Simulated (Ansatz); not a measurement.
**Convergence study of the plane-wave cutoff for Sr (P-3m1, 2 atoms in the cell)**

```xyz
2
Lattice="4.2883 0.0000 0.0000 -2.1441 3.7138 0.0000 0.0000 0.0000 7.0234" Properties=species:S:1:pos:R:3 pbc="T T T"
Sr     0.0000     2.4758     1.8059
Sr     2.1442     1.2379     5.2676
```

Method: LDA (PW92), default PAW files made with PBE (plane waves; Ansatz, a program for electronic structure).

Base settings: basis.ecutwfc = 420 eV; kpoints.mp_grid.grid = 9 9 5; hamiltonian.xc = lda; hamiltonian.pseudopotentials = {kind: paw} (the program's default PAW files); scf.occupations.method = gaussian; scf.occupations.width = 0.1 eV.

The second cell is the first with its lattice scaled by 0.98.

The mesh stays at the base's, so the ladder's end is converged at best in this setting alone.

The first pressure column holds Ansatz's estimate of the finite-basis (Pulay) stress, which hides part of the cutoff error; the other is without it.

Only quantities that move along the ladder and can be compared are tabulated.

The count of work is k-points × plane waves × bands × iterations; it is no time. 

The starting cell comes from a database of computed structures (which also holds hypothetical and non-ambient phases and stackings), without a prior relaxation at this level. Its lattice was rescaled by up to half a per cent. One atom was moved a little off its site on purpose.

```tsv
basis.ecutwfc	free energy less the last step's (meV/atom)	energy of the compressed cell less the first (meV/atom)	pressure (GPa)	pressure without the Pulay estimate (GPa)	count of work / last
145 eV	3187.87	-25.21	-1.39	-31.00	0.065
170 eV	1336.10	-23.75	-1.38	-16.97	0.070
190 eV	633.96	-24.02	-1.26	-10.17	0.081
210 eV	284.28	-22.59	-1.43	-6.06	0.093
230 eV	122.54	-22.88	-1.38	-3.76	0.11
250 eV	49.00	-23.52	-1.41	-2.52	0.12
295 eV	4.84	-23.47	-1.41	-1.56	0.16
335 eV	0.72	-23.66	-1.42	-1.43	0.19
380 eV	0.26	-23.65	-1.42	-1.42	0.23
420 eV	0.14	-23.66	-1.42	-1.42	0.27
460 eV	0.08	-23.66	-1.42	-1.42	0.31
505 eV	0.06	-23.66	-1.42	-1.42	0.35
565 eV	0.05	-23.67	-1.42	-1.42	0.42
630 eV	0.04	-23.67	-1.42	-1.42	0.49
735 eV	0.03	-23.67	-1.42	-1.42	0.63
840 eV	0.02	-23.67	-1.42	-1.42	0.76
1010 eV	0.00	-23.67	-1.42	-1.42	1.0
```

Coarsest basis.ecutwfc that holds the pressure without the Pulay estimate within 1 GPa of the last step, with all finer ones: 295 eV, at 0.16 of the last step's count of work; the step before is off by 1.1 GPa.

Coarsest basis.ecutwfc that holds the free energy within 1 meV/atom of the last step, with all finer ones: 335 eV, at 0.19 of the last step's count of work; the step before is off by 4.8 meV/atom.

Coarsest basis.ecutwfc that holds the energy of the compressed cell less the first within 1 meV/atom of the last step, with all finer ones: 230 eV, at 0.11 of the last step's count of work; the step before is off by 1.1 meV/atom.

The energy difference between the two cells stays within 1 meV/atom of the last step's from 230 eV on, the total only from 335 eV on: much of the error is common to both cells and cancels.

At the lowest cutoff the pressure without the Pulay estimate lies 29.6 GPa under the last step's, the usual sign of Pulay stress in an incomplete plane-wave basis.

Keys are those of Ansatz 0.2.
